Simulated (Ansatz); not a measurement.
Base system: ZnS in the zinc blende structure (space group F-43m, No. 216; a = 5.3567 Å).

Calculations: PBEsol (Ansatz, a quantum-chemistry and plane-wave program; PAW; 420 eV plane waves; without spin-orbit coupling).

One change was made to it. Results:

```csv
quantity,base,after
electron mass,0.17 mₑ (at Γ),0.18 mₑ (at Γ)
shortest interatomic distance,2.320 Å,2.280 Å
```

**Question.** Name the change that was made.
(A) pressure 9 GPa
(B) pressure 4.5 GPa
(C) pressure 2.1 GPa
(D) pressure 30 GPa
(E) pressure −1 GPa

**Answer.** B, pressure 4.5 GPa. For comparison, the electron mass in the other runs: pressure 30 GPa gives 1.2 mₑ along k, 0.30 mₑ across (at X); pressure −1 GPa gives 0.16 mₑ (at Γ); pressure 9 GPa gives 0.19 mₑ (at Γ); pressure 2.1 GPa gives 0.17 mₑ (at Γ).

The levels and masses belong to the bands next to the band gap. Load acts through the strain it causes; cell and atoms are relaxed under it. Effective masses come from finite differences of ±0.01 Å⁻¹. Along k means along the line from Γ to the band edge. Whether these cells are dynamically stable was not tested. Measured, ZnS leaves this structure (for rock salt) near 14.7 GPa (temperature not stated; as listed in Datta, Sujoy, Jana, Debnarayan, arXiv (2020)), on rising pressure, with hysteresis.
